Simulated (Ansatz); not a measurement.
Base system: MgS in the rock salt structure (space group Fm-3m, No. 225; a = 5.182 Å). Axes: x, y, z lie along the cube axes.

Perturbation: the cell is compressed by 4.26 % along y with no lateral relaxation, atoms relaxed at fixed cell.

Levels (all Ansatz, a program for electronic structure, PAW): PBEsol (420 eV, spin-orbit coupling left out); r2SCAN (500 eV, scalar-relativistic without spin-orbit coupling); HSE06 (420 eV, spin-orbit coupling left out).

At the geometry relaxed with PBEsol, these levels gave the following band gaps, in shuffled order: (a) 2.61 eV, (b) 3.72 eV, (c) 3.37 eV.

**Question.** Match each gap to its level.

**Answer.** (a) PBEsol; (b) HSE06; (c) r2SCAN.

Single points use the geometry relaxed with PBEsol. The hybrid gap comes from the SCF mesh plus the semilocal run's edge points and a few special points and is an upper bound. The cells carry an imposed strain or load. Whether these cells are dynamically stable was not tested. The base started in P3_121 and relaxed to Fm-3m at this level.
